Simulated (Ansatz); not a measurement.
System: CsCl-type NiAl. Method: LDA (plane waves, PAW; Ansatz, a first-principles code).

Run with plane-wave cutoff 500 eV, 20×20×20 k mesh, Fermi–Dirac smearing 0.1 eV, no spin polarisation, scalar-relativistic PAW data made under PBE.

Computed at the level's own relaxed cell.

Q: What does this level give for the equilibrium volume per atom and lattice constant a?

A: 
- equilibrium volume per atom = 11.37 Å³/atom
- lattice constant a = 2.833 Å

Measured, for comparison: equilibrium volume per atom 11.97 Å³/atom, lattice constant a 2.882 Å (extrapolated to 0 K, zero-point anharmonic expansion removed (Haas, Tran, Blaha 2009); as tabulated in Levämäki et al. (2014), arXiv:1402.3671). Computed (rounded) less measured: equilibrium volume per atom -5.0 %, lattice constant a -1.7 %.
